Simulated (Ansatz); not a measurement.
Partial pair distribution functions of a relaxed model of amorphous Ta27N45, broadened by 0.06 Å; density 8.87 g/cm³. These are PBE, scalar-relativistic without spin-orbit coupling (plane waves to 420 eV, PAW; Ansatz, a first-principles code) values and carry that method's errors.

Preparation: random packing, a CHGNet melt and quench, and a DFT relaxation. N atoms were pushed apart under 1.9 Å during the dynamics, to hinder bonds among them. The hot cell started wider than the set density and was brought back towards it in steps. It is the lowest in DFT energy of 8 quenches. It is a model cell: composition and starting density were chosen by hand, and all elements were melted together. No dispersion term was used. Its density started from a set value of 8.87 and ended at 8.87 g/cm³. The simulated quench (nominally 590 K/ps over its main leg) is rapid and tends to freeze in more defects than a deposited or slowly cooled glass has. A cell of this size samples the disorder only roughly. The volume was held where the preparation left it and the shape relaxed, at a PBE pressure of -2.5 GPa (tension). Stress components on the final sampling reach 3.4 GPa. On a 2×2×2 Γ-centred mesh force components of up to 0.28 eV/Å stay, since the relaxation ran on the zone centre alone. Cycles of charging lowered its energy after that relaxation.

```csv
r (Å),g Ta-N,g N-N,g Ta-Ta
1.15,0.00,0.00,0.00
1.25,0.00,0.13,0.00
1.35,0.00,0.28,0.00
1.45,0.00,0.04,0.00
1.55,0.00,0.00,0.00
1.65,0.00,0.00,0.00
1.75,0.20,0.00,0.00
1.85,1.99,0.00,0.00
1.95,5.62,0.00,0.00
2.05,6.66,0.00,0.00
2.15,3.89,0.00,0.00
2.25,2.34,0.00,0.00
2.35,1.13,0.01,0.00
2.45,0.35,0.15,0.00
2.55,0.28,0.70,0.00
2.65,0.15,1.75,0.00
2.75,0.23,2.09,0.00
2.85,0.06,2.67,0.18
2.95,0.03,2.61,1.06
3.05,0.13,2.14,2.80
3.15,0.32,1.55,2.84
3.25,0.26,1.46,2.10
3.35,0.34,1.10,1.87
3.45,0.46,1.07,2.07
3.55,0.57,0.90,1.94
3.65,0.79,0.86,1.15
3.75,0.92,0.85,1.33
3.85,0.96,0.68,1.66
3.95,0.91,0.65,1.47
4.05,1.27,0.97,1.16
4.15,1.34,1.23,0.75
4.25,1.29,1.01,0.33
4.35,1.28,0.67,0.20
4.45,1.42,0.53,0.35
4.55,1.72,0.49,0.47
4.65,1.81,0.69,0.43
4.75,1.51,0.79,0.49
4.85,1.20,0.56,0.60
```

Within 2.84 Å each Ta has 5.48 N neighbours on average.
